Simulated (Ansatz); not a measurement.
System: interstitial O in corundum (neutral cell). Computed with PBE, PAW (plane waves to 420 eV; Ansatz, a first-principles code).

Cell of 270 host sites held at the relaxed PBE lattice; the Γ point alone; Fermi-Dirac width 0.01 eV, spin-restricted; finite-size errors left in. Static, classical nuclei. The charge state is imposed; whether it is stable for some Fermi level was not computed. Sites that were not tried may lie lower.

Barriers: single points on a 2×2×2 k-point mesh shifted by half a step along c at the bands' geometries.

The step: a concerted move, in which O travels most; the atom moves 1.42 Å along (0.17, 0.34, 0.00) of the unit cell; the moving atom starts with neighbours 2 Al at 1.85, Al at 1.99; O at 1.44, O at 2.15 Å and ends with 2 Al at 1.85, Al at 1.99; O at 1.44, O at 2.15 Å.

Problem. Estimate the migration barrier of this step that PBE, PAW returns for this input.

Solution. 0.77 eV, the same both ways. At the saddle the moving atom has neighbours 2 Al at 1.79; 2 O at 1.76 Å. The program found a first-order saddle point.
